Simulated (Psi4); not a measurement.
Psi4 1.11, PBE/def2-svpd: Cr(O)2(Br)(OMe) (C[O][Cr](=[O])(=[O])[Br]), 9 atoms. The geometry is a generated start, not checked to be a minimum at this level.

```yaml
task: energy
method: pbe
basis: def2-svpd
memory: 3 GB
maxiter: 100
keys_of_the_molecule_block: symmetry c1
scf_type: df (default)
guess: auto, which took SAD (default)
scf_initial_accelerator: adiis (default)
e_convergence: 1e-06 (default)
d_convergence: 1e-06 (default)
dft_radial_points: 75 (default)
dft_spherical_points: 302 (default)
basis_functions: 188
grid_points: 194630
```

```xyz
9

Cr    -0.6863     1.1265     0.5515
O     -0.3173     2.5118    -0.0385
O     -0.8464     1.1192     2.0950
Br    -2.7998     0.8122    -0.1695
O      0.1525    -0.1423    -0.0594
C      0.9593    -1.1499    -0.5107
H      0.4283    -2.1077    -0.4255
H      1.2484    -0.9740    -1.5577
H      1.8612    -1.1957     0.1149
```

Charge 0 and multiplicity 1 are set for this test and not shown to be the ground state.

One run each on 2 threads. Values of diis_max_vecs tried: 3, 6, 10 (default), 20.

Q: Which value of diis_max_vecs needs the fewest SCF iterations, and what happens away from it?

A: Fewest SCF iterations, within one of each other: 10 (default) with 21, 20 with 20. The count rises to 22 at 6. The run ends without SCF convergence in 100 iterations at 3.

```
diis_max_vecs  SCF iterations             end
-------------  --------------  --------------
3                         100  no convergence
6                          22   same solution
10 (default)               21   same solution
20                         20   same solution
```
